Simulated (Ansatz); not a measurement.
How far to go with zone-centre phonons against the mesh: Mg (P6_3/mmc, 2 atoms in the cell)

```
CELL_PARAMETERS angstrom
      1.60018    -2.77160     0.00000
      1.60018     2.77160     0.00000
      0.00000     0.00000     5.19437
ATOMIC_POSITIONS crystal
  Mg 0.33333 0.66667 0.25000
  Mg 0.66667 0.33333 0.75000
```

Level of theory: LDA (PW92), PAW files made with PBE (plane waves; Ansatz, an electronic-structure program).

Base settings: basis.ecutwfc = 420 eV; kpoints.mp_grid.grid = 12 12 7; hamiltonian.xc = lda; hamiltonian.pseudopotentials = {kind: paw} (the program's default PAW files); scf.occupations.method = fermi_dirac; scf.occupations.width = 0.1 eV.

In this ladder: phonons.method = dfpt.

Frequencies are those of the unrelaxed cell, without the LO-TO term of polar crystals.

Only quantities that move along the ladder and can be compared are tabulated.

Core times come from one kind of shared machine, to one figure; runs under 30 s give none.

The starting cell has typed, rounded lattice constants, without a prior relaxation at this level. Its lattice was rescaled by up to half a per cent.

```csv
kpoints.mp_grid.grid,highest zone-centre frequency (cm⁻¹),core time / last (rough)
3 3 2,190.2,–
4 4 2,269.2,–
5 5 3,202.3,–
6 6 3,237.0,–
7 7 4,253.5,–
9 9 5,233.1,–
11 11 6,227.9,–
14 14 8,228.1,–
17 17 10,229.9,0.2
22 22 12,228.9,0.5
27 27 15,229.0,1
```

Coarsest kpoints.mp_grid.grid that holds the highest zone-centre frequency within 2 cm⁻¹ of the last step, with all finer ones: 11 11 6; the step before is off by 4.2 cm⁻¹.

Keys are those of Ansatz 0.2.
